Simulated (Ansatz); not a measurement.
Seebeck coefficient (μV/K, mean over directions) of n-type AlN (P6_3mc) against carrier density, PBE with spin-orbit coupling, rigid bands run with Ansatz (a first-principles code). Computed gap 4.17 eV; densities at which minority carriers matter at this gap, or further valleys turn the trend, are left out. Conductivity mass 0.31 mₑ (harmonic mean over directions), N_c = 4.2e18 cm⁻³ at 300 K.

```
electron density  300 K  500 K
----------------  -----  -----
1e16 cm⁻³             ?   -802
1e17 cm⁻³          -537   -604
1e18 cm⁻³          -340   -406
3e18 cm⁻³          -249   -314
1e19 cm⁻³          -157   -216
3e19 cm⁻³           -90   -136
1e20 cm⁻³             ?    -71
3e20 cm⁻³           -22    -37
```

Problem. What belongs in the gaps?

Solution. 
- 1e16 cm⁻³, 300 K: -735
- 1e20 cm⁻³, 300 K: -44

Rigid bands with a gap fixed in temperature, one relaxation time for all states, no polarons or phonon drag, and whether or not such doping can be reached. Geometry: cell and atoms relaxed with PBEsol.
